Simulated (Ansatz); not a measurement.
## Short convergence ladders for KZnF3 (Pm-3m, 5 atoms in the cell)

```yaml
crystal:
  lattice:
    - [4.06215, 0.00000, 0.00000]
    - [0.00000, 4.06215, 0.00000]
    - [0.00000, 0.00000, 4.06215]
  atoms:
    - { symbol: K, position: [0.00000, 0.00000, 0.00000] }
    - { symbol: Zn, position: [0.50000, 0.50000, 0.50000] }
    - { symbol: F, position: [0.50000, 0.00000, 0.50000] }
    - { symbol: F, position: [0.00000, 0.50000, 0.50000] }
    - { symbol: F, position: [0.50000, 0.50000, 0.00000] }
```

Base method: LDA (PW92), default PAW files made with PBE (plane waves; Ansatz, a quantum-chemistry and plane-wave program).

Base settings: basis.ecutwfc = 30.9 Ry; kpoints.mp_grid.grid = 6 6 6; hamiltonian.xc = lda; hamiltonian.pseudopotentials = {kind: paw} (the program's default PAW files); scf.occupations.method = fermi_dirac; scf.occupations.width = 0.0007 Ry.

Core times come from one kind of shared machine, to one figure; runs under 30 s give none.

**Zone-centre phonons against the mesh**

In this ladder: scf.occupations.method = fixed; scf.occupations.width = default; phonons.method = dfpt; phonons.dielectric = true; phonons.rigid_motions = translations.

Frequencies are those of the unrelaxed cell, without the LO-TO term of polar crystals.

Only quantities that move along the ladder and can be compared are tabulated.

| kpoints.mp_grid.grid | lowest optical frequency (cm⁻¹) | core time / last (rough) |
|---|---|---|
| 2 2 2 | 98.6 | – |
| 3 3 3 | 100.5 | – |
| 4 4 4 | 100.5 | 0.05 |
| 5 5 5 | 100.5 | 0.06 |
| 8 8 8 | 100.5 | 0.2 |
| 10 10 10 | 100.5 | 0.4 |
| 12 12 12 | 100.5 | 1 |

Coarsest kpoints.mp_grid.grid that holds the lowest optical frequency within 1 cm⁻¹ of the last step, with all finer ones: 3 3 3; the step before is off by 1.9 cm⁻¹.

**The force threshold of a relaxation**

On KZnF3 (P4mm, 5 atoms in the cell): one atom moved by 0.15 angstrom.

In this ladder: relax = atoms.

The mesh stays at the base's, so the ladder's end is converged at best in this setting alone.

Only quantities that move along the ladder and can be compared are tabulated.

| relax.f_tol | free energy less the last step's (meV/atom) | largest force left (eV/Å) | relaxation steps |
|---|---|---|---|
| 0.2 eV/Å | 2.70 | 0.1835 | 2 |
| 0.1 eV/Å | 0.18 | 0.0635 | 2 |
| 0.05 eV/Å | 0.06 | 0.0336 | 3 |
| 0.03 eV/Å | 0.00 | 0.0019 | 4 |
| 0.02 eV/Å | 0.00 | 0.0020 | 4 |
| 0.01 eV/Å | 0.00 | 0.0020 | 5 |
| 0.005 eV/Å | 0.00 | 0.0020 | 5 |
| 0.002 eV/Å | 0.00 | 0.0015 | 5 |
| 0.001 eV/Å | 0.00 | 0.0001 | 6 |

Coarsest relax.f_tol that holds the largest force left within 0.02 eV/Å of the last step, with all finer ones: 0.03 eV/Å; the step before is off by 0.034 eV/Å.

Coarsest relax.f_tol that holds the free energy within 0.5 meV/atom of the last step, with all finer ones: 0.1 eV/Å; the step before is off by 2.7 meV/atom.

On the base run: the starting cell has typed, rounded lattice constants, without a prior relaxation at this level. Its lattice was rescaled by up to half a per cent. In the base run, with a pressure of about -5 GPa the cell is away from its equilibrium volume at this level.

Keys are those of Ansatz 0.2.
